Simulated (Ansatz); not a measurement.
For L1₂ (Cu3Au-type) Pt3Ti, PBEsol+SOC (Ansatz, an electronic-structure program, plane waves, PAW) gives:

```
Item                   Value
-------------------  -------
lattice parameter a  3.897 Å
bulk modulus         266 GPa
```

### Question
What does r²SCAN+SOC (Ansatz, PAW) give for the same quantities?

### Answer

- lattice constant a: 3.918 Å (increases by 0.5 %)
- bulk modulus: 258 GPa (shrinks by 3.0 %)

For comparison: lattice constant a 3.916 Å (measured, temperature not stated, no zero-point or thermal correction; as tabulated in Molecular Dynamics Simulations of PtTi High-Temperature Shape Memory Alloys …).

Changes are worked out from the printed values.

Unless a cell is named, each level is at its own relaxed cell (PBEsol+SOC 14.80, r²SCAN+SOC 15.04 Å³/atom).

Levels without +SOC leave out spin–orbit coupling, which shifts energies and cells of such heavy elements.

Ansatz's density-functional and Hartree–Fock values are scalar-relativistic unless marked +SOC, with PAW data made under PBE.
